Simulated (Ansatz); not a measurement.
Defect: interstitial Ca in beta Ga2O3, charge state +2. Calculation: PBE, PAW (plane waves to 420 eV; Ansatz, a program for electronic structure).

Settings: 120 host sites, the relaxed PBE lattice, the Γ point alone, smearing 0.01 eV, spin-restricted, no image-charge correction. Energies are static. The charge state is imposed; whether it is stable for some Fermi level was not computed. Sites that were not tried may lie lower.

Barriers: single points on a 2×2×2 k-point mesh shifted by half a step at the bands' geometries.

Relaxed starting cell (atoms counted from 1):

```
CELL_PARAMETERS angstrom
     12.45496     0.00000     0.00000
      0.00000     9.25026     0.00000
     -2.78275     0.00000    11.42039
ATOMIC_POSITIONS crystal
  Ga 0.09140 0.99980 0.39980
  Ga 0.09099 0.99981 0.89846
  Ga 0.09667 0.33782 0.40055
  Ga 0.08756 0.33290 0.89444
  Ga 0.09665 0.66181 0.40055
  Ga 0.08756 0.66672 0.89443
  Ga 0.40979 0.16659 0.10391
  Ga 0.40613 0.17000 0.60119
  Ga 0.41346 0.49979 0.10728
  Ga 0.40455 0.49985 0.60084
  Ga 0.40980 0.83298 0.10392
  Ga 0.40613 0.82969 0.60118
  Ga 0.15551 0.16683 0.15500
  Ga 0.16635 0.16995 0.66040
  Ga 0.15562 0.49982 0.15129
  Ga 0.16174 0.49981 0.66116
  Ga 0.15551 0.83281 0.15499
  Ga 0.16635 0.82965 0.66041
  Ga 0.33340 0.99983 0.34046
  Ga 0.34361 0.99979 0.84562
  Ga 0.33265 0.33686 0.33957
  Ga 0.34397 0.33474 0.84695
  Ga 0.33265 0.66283 0.33958
  Ga 0.34397 0.66484 0.84695
  O  0.16247 0.99981 0.05469
  O  0.16255 0.99980 0.55731
  O  0.15896 0.33210 0.05154
  O  0.17004 0.33550 0.55701
  O  0.15895 0.66753 0.05154
  O  0.17004 0.66411 0.55701
  O  0.33521 0.16844 0.44366
  O  0.33950 0.16671 0.94709
  O  0.32619 0.49985 0.44495
  O  0.34205 0.49979 0.95030
  O  0.33516 0.83124 0.44367
  O  0.33952 0.83286 0.94710
  O  0.17157 0.99982 0.28060
  O  0.17582 0.99980 0.78474
  O  0.17103 0.33491 0.27816
  O  0.17698 0.33545 0.78547
  O  0.17102 0.66474 0.27816
  O  0.17698 0.66417 0.78547
  O  0.32415 0.16788 0.21667
  O  0.32850 0.16713 0.72079
  O  0.32190 0.49983 0.21400
  O  0.32883 0.49982 0.72235
  O  0.32415 0.83175 0.21667
  O  0.32851 0.83249 0.72080
  O  0.49633 0.99979 0.13235
  O  0.48747 0.99984 0.62950
  O  0.49974 0.33159 0.13411
  O  0.49305 0.33553 0.62745
  O  0.49975 0.66798 0.13411
  O  0.49306 0.66418 0.62744
  O  0.01377 0.17202 0.36650
  O  0.00195 0.16479 0.86879
  O  0.00558 0.49981 0.37392
  O  0.00057 0.49981 0.86833
  O  0.01373 0.82759 0.36649
  O  0.00195 0.83483 0.86879
  Ga 0.56461 0.17820 0.38754
  Ga 0.59140 0.16656 0.90459
  Ga 0.59177 0.49986 0.39716
  Ga 0.59093 0.49978 0.89752
  Ga 0.56469 0.82151 0.38758
  Ga 0.59140 0.83302 0.90458
  Ga 0.90666 0.99982 0.09669
  Ga 0.94231 0.99981 0.62081
  Ga 0.90899 0.33320 0.09900
  Ga 0.91230 0.33456 0.60417
  Ga 0.90899 0.66643 0.09901
  Ga 0.91229 0.66506 0.60417
  Ga 0.65788 0.99979 0.16643
  Ga 0.64328 0.99982 0.67497
  Ga 0.66009 0.33523 0.15685
  Ga 0.65439 0.33547 0.65579
  Ga 0.66009 0.66427 0.15678
  Ga 0.65440 0.66422 0.65580
  Ga 0.85675 0.17282 0.33664
  Ga 0.84109 0.16818 0.83933
  Ga 0.84452 0.49980 0.34713
  Ga 0.83954 0.49981 0.84188
  Ga 0.85669 0.82679 0.33667
  Ga 0.84110 0.83143 0.83937
  O  0.66557 0.16479 0.06211
  O  0.64458 0.16865 0.54970
  O  0.66607 0.49975 0.05504
  O  0.66389 0.49986 0.55297
  O  0.66555 0.83478 0.06212
  O  0.64465 0.83111 0.54973
  O  0.88708 0.99981 0.45148
  O  0.83353 0.99981 0.93829
  O  0.84093 0.32854 0.44631
  O  0.83290 0.33266 0.94264
  O  0.84092 0.67104 0.44632
  O  0.83289 0.66695 0.94266
  O  0.67635 0.15581 0.29963
  O  0.67188 0.16509 0.78344
  O  0.67706 0.49982 0.28449
  O  0.67278 0.49981 0.78004
  O  0.67644 0.84397 0.29973
  O  0.67189 0.83453 0.78345
  O  0.82856 0.99982 0.22023
  O  0.82248 0.99985 0.69896
  O  0.82627 0.33192 0.21768
  O  0.82267 0.32990 0.71388
  O  0.82625 0.66770 0.21767
  O  0.82267 0.66974 0.71389
  O  0.99234 0.16552 0.12392
  O  0.00665 0.17642 0.63616
  O  0.99310 0.49982 0.12659
  O  0.99802 0.49981 0.62894
  O  0.99234 0.83412 0.12392
  O  0.00664 0.82319 0.63616
  O  0.49566 0.99982 0.37013
  O  0.50702 0.99979 0.87493
  O  0.49338 0.34660 0.36725
  O  0.50696 0.33255 0.87510
  O  0.49340 0.65314 0.36726
  O  0.50697 0.66702 0.87509
  Ca 0.72884 0.99994 0.47553
```
Cell charge +2.

End state 1 differs by these moves (Å; atoms that move under 0.08 Å are left out):

```csv
atom,element,Δx,Δy,Δz
50,O,-0.03,-0.05,0.06
52,O,-0.11,0.03,0.08
55,O,-0.03,-0.05,0.06
59,O,-0.11,0.03,0.08
61,Ga,-0.07,-0.11,-0.08
65,Ga,0.26,0.10,0.11
68,Ga,-0.07,-0.11,-0.08
70,Ga,0.26,0.10,0.11
74,Ga,0.03,-0.06,-0.12
76,Ga,-0.16,0.04,0.10
79,Ga,0.03,-0.06,-0.12
83,Ga,-0.16,0.04,0.10
86,O,-0.40,-0.02,0.00
88,O,-0.07,-0.04,0.02
90,O,0.16,0.06,0.06
91,O,-0.40,-0.02,0.00
93,O,0.16,0.06,0.06
95,O,-0.07,-0.04,0.02
97,O,0.01,0.10,0.03
101,O,0.04,-0.07,-0.14
104,O,0.01,0.10,0.03
106,O,0.04,-0.07,-0.14
110,O,-0.02,-0.09,-0.06
112,O,0.09,0.13,0.05
115,O,-0.02,-0.09,-0.06
119,O,0.09,0.13,0.05
121,Ca,0.39,1.54,0.57
```

What forward and backward barriers to end state 1 does PBE, PAW give?

forward 0.34 eV, backward 0.34 eV; at the saddle point atom 121 has neighbours 2 Ga at 2.68; 2 O at 2.09, 2 O at 2.42, 2 O at 2.52 Å. The saddle point's order was not checked, and it lies on a symmetry element of the cell, where a band can be held.
